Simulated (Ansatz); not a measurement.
The parent structure is InSb in the zinc blende structure (space group F-43m, No. 216; a = 6.4497 Å).

Computed with DFT with LDA, PAW potentials and a 420 eV plane-wave cutoff in Ansatz (a program for electronic structure), without spin-orbit coupling.

Before the change:

```
Property    Value
--------  -------
Pressure  0.0 GPa
Band gap     zero
```

One thing is altered: the cell is scaled by 1.0150 in all directions, atoms relaxed at fixed cell.

Question: How does this affect the energy relative to the base, pressure and band gap?

Answer: The energy goes up by 9.3 meV/atom; the pressure goes from zero to -1.9 GPa; the band gap is still zero.

With Sb present, leaving out spin-orbit coupling can change the band edges. The cells carry an imposed strain or load. No phonon test of stability was made. All final runs are without spin polarisation. A zero or small gap of InSb can be the functional's error rather than a property of the material.
